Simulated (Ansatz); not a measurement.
## Habitual settings against a tight run: In₃Bi (Pm-3m, 4 atoms in the cell)

Self-consistent single point.

```xyz
4
Lattice="4.8993 0.0000 0.0000 0.0000 4.8993 0.0000 0.0000 0.0000 4.8993" Properties=species:S:1:pos:R:3 pbc="T T T"
In     0.0000     2.4496     2.4496
In     2.4496     0.0000     2.4496
In     2.4496     2.4496     0.0000
Bi     0.0000     0.0000     0.0000
```

Computed with PBEsol, PAW files made with PBE (plane waves; Ansatz, a program for electronic structure).

Base settings: basis.ecutwfc = 420 eV; kpoints.mp_grid.grid = 9 9 9; hamiltonian.xc = pbesol; hamiltonian.pseudopotentials = {kind: paw} (the program's default PAW files); scf.occupations.method = cold; scf.occupations.width = 0.136 eV.

Tight run (finer mesh or higher cutoff; not a proven limit): basis.ecutwfc: 420 eV → 590 eV; kpoints.mp_grid.grid: 9 9 9 → 13 13 13; scf.convergence.dr2_threshold: default (1e-07 eV) → 1e-09 eV. It gave Fermi level (on the code's own zero) 9.50 eV; pressure -2.75 GPa.

Quick runs, as changes from the base:
- A: the base itself
- B: basis.ecutwfc: 420 eV → 295 eV; kpoints.mp_grid.grid: 9 9 9 → 4 4 4; scf.convergence.dr2_threshold: default (1e-07 eV) → 0.001 eV
- C: basis.ecutwfc: 420 eV → 335 eV; kpoints.mp_grid.grid: 9 9 9 → 2 2 2; hamiltonian.xc: pbesol → lda; scf.convergence.dr2_threshold: default (1e-07 eV) → 0.0001 eV [LDA (PW92)]
- D: basis.ecutwfc: 420 eV → 210 eV; kpoints.mp_grid.grid: 9 9 9 → 4 4 4; hamiltonian.xc: pbesol → lda [LDA (PW92)]
- E: basis.ecutwfc: 420 eV → 250 eV; kpoints.mp_grid.grid: 9 9 9 → 1 1 1; hamiltonian.xc: pbesol → lda; kpoints.mp_grid.shift: default → 0.5 0.5 0.5 [LDA (PW92)]
- F: kpoints.mp_grid.grid: 9 9 9 → 4 4 4

Energies are extrapolated to zero smearing width, which holds to low order in the width alone.

Dashes: energy of C, D, E, another energy zero.

† marks runs with another functional, U, potentials or spin treatment: their distance from the tight run is not a convergence error alone.

The count of work is k-points × plane waves × bands × iterations; it is no time. 

Pressures in the table are Ansatz's without its Pulay estimate, at a fixed set of plane waves; the tight run's value above holds the estimate.

The starting cell comes from a database of computed structures (which also holds hypothetical and non-ambient phases and stackings), without a prior relaxation at this level. Its lattice was rescaled by a random factor within 2.5 % of one.

| run | energy less tight (meV/atom) | pressure less tight (GPa) | count of work / tight |
|---|---|---|---|
| A | 5.7 | 0.06 | 0.22 |
| B | 64.1 | -3.25 | 0.023 |
| C† | – | -1.28 | 0.013 |
| D† | – | -100.89 | 0.022 |
| E† | – | -30.70 | 0.0031 |
| F | 16.3 | -0.19 | 0.063 |

Among the runs at the tight run's level, the energy misses run from 5.7 to 64.1 meV/atom.

Keys are those of Ansatz 0.2.
